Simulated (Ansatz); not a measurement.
Functionals compared on a constructed model of the (000-1) surface of 4H silicon carbide, C-terminated, (√3x√3)R30° Ag adatom at H3 (bottom of the slab: 3 H on 3 bottom sites), in Ansatz (plane waves, PAW). The structure was relaxed with PBE; the other rows are single points on it. Cutoff 420 eV (500 eV for r2SCAN).

Model: 28-atom slab, 11.2 Å thick at the start with caps and adatoms (thin: gaps and levels are the slab's own), 6x6x1 mesh, Fermi-Dirac 0.025 eV, dipole correction, 6 atoms held, the rest relaxed; symmetry of the start imposed; no spin (no spin-polarised run to compare, though such a face may carry moments), no spin-orbit, no U. The slab shows no gap on its mesh. In PBE it is, or lies within 0.01 eV a 1x1 cell of, the lowest of the 2 structures of its composition computed so far; subsurface sites and larger cells were not tried. These notes are the PBE run's.

```
functional  work function of the top face (eV)           rough cost of the single point
----------  ----------------------------------  ---------------------------------------
PBE                                       4.17                                        –
r2SCAN                                    4.13  about 100 core-seconds (a rough figure)
```

Ansatz is a quantum-chemistry and plane-wave program.
